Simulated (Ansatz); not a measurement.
## zinc-blende ZnSe: the defect S_Se

Method: PBE, PAW (plane waves to 420 eV; Ansatz, an electronic-structure program). A supercell of 64 sites (2×2×2 repeats of a cell of 8 atoms) was used; the energies come from a 2×2×2 shifted sampling of its zone. Site at the start: the Se site. A cell of this size leaves errors of a few tenths of an eV. Levels are measured in PBE's own, too narrow, gap. Spin–orbit coupling is left out. Each state is the lowest found from its start.

Formation energies E_f are those of the neutral cell. Chemical conditions: Se-rich (Δμ(Se) = 0.00 eV, Δμ(S) = -0.23 eV, bounded by zinc-blende ZnS; only phases computed here count, gases as isolated molecules at 0 K); Zn-rich (Δμ(Se) = -1.43 eV, Δμ(S) = -1.65 eV, bounded by zinc-blende ZnS; only phases computed here count, gases as isolated molecules at 0 K). Reference phases: S: S8 molecule in a box, Se: trigonal Se.

```csv
charge,moment (μB),largest move off a lattice site (Å),"E_f, Se-rich (eV)","E_f, Zn-rich (eV)"
+1†,quenched,0.10,–,–
0,not spin-polarised,0.09,0.07,0.07
−1†,quenched,0.10,–,–
```

† Not settled in this cell, so no level is given: charge +1: a level filled in part; charge −1: a level filled in part.

Starting moments that weren't kept: charge +1 began with 1 μB and ended with 0.0; charge −1 began with 1 μB and ended with 0.0.
